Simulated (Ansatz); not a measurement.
Fluorite CoSi2 was calculated with r²SCAN-D4 (plane waves, PAW; Ansatz, a quantum-chemistry and plane-wave program).

Run with plane-wave cutoff 560 eV, 18×18×18 k mesh, Fermi–Dirac smearing 0.05 eV, no spin polarisation, scalar-relativistic PAW data made under PBE.

Computed points:

| V (Å³/atom) | E − E_lowest (meV/atom) |
|---|---|
| 11.653 | 31.45 |
| 11.901 | 13.45 |
| 12.149 | 3.24 |
| 12.397 | 0.00 |
| 12.645 | 3.01 |
| 12.893 | 11.63 |
| 13.141 | 25.26 |

Task: What bulk modulus B0 and pressure derivative B′ does a third-order Birch–Murnaghan fit give?

Result: V0 = 12.397 Å³/atom, B0 = 202 GPa, B′ = 4.5 (fit to the energies at full precision).

Measured, for comparison: equilibrium volume per atom 12.87 Å³/atom (room temperature, no zero-point or thermal correction; as tabulated in Hegde and Bowen (2014), arXiv:1405.1317). Computed (rounded) less measured: equilibrium volume per atom -3.7 %.

Static lattice: no zero-point or thermal effects.

Computing time: very roughly 3 core-minutes.
